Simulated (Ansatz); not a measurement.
System: white tin (β-Sn). Method: r²SCAN+SOC in Ansatz (PAW).

Settings: plane-wave cutoff 560 eV, 20×20×20 k mesh, Fermi–Dirac smearing 0.05 eV, PAW data made under PBE.

Shape and atoms are relaxed at each volume.

Pressure at four volumes; x = ln(V/27.581 Å³). One pressure is withheld.

```
V (Å³/atom)        x  P (GPa)
-----------  -------  -------
26.478       -0.0408        ?
27.030       -0.0202     1.15
27.581        0.0000     0.00
28.684        0.0392    -1.92
```

Q: Pass a parabola P(x) through the three rows shown, estimate the bulk modulus and its pressure derivative near zero pressure, and predict the withheld pressure.

A: Slopes between the rows: (0.00 − (1.15))/(0.0000 − (-0.0202)) = -56.93 and (-1.92 − (0.00))/(0.0392 − (0.0000)) = -48.98 GPa. Their difference over the span 0.0594 is c = 7.95/0.0594 = 133.8 GPa, so P(x) = 1.15 + (-56.93)(x − (-0.0202)) + 133.8 (x − (-0.0202))(x − (0.0000)). At the middle row B = −dP/dx = −[-56.93 + 133.8 × 0.0202] = 54.2 GPa, and B′ = dB/dP = 2c/B = 4.9. At x = -0.0408 the parabola gives 2.44 GPa; the run gives 2.43 GPa. The Birch–Murnaghan fit to the energies at all volumes has B0 = 53.9 GPa and B′ = 4.8.

Measured, for comparison: bulk modulus 57.0 GPa (temperature not stated, no zero-point or thermal correction; as tabulated in Chen et al. (2023), arXiv:2209.05059). Computed less measured: bulk modulus -5 %.

Ansatz is a quantum-chemistry and plane-wave program.
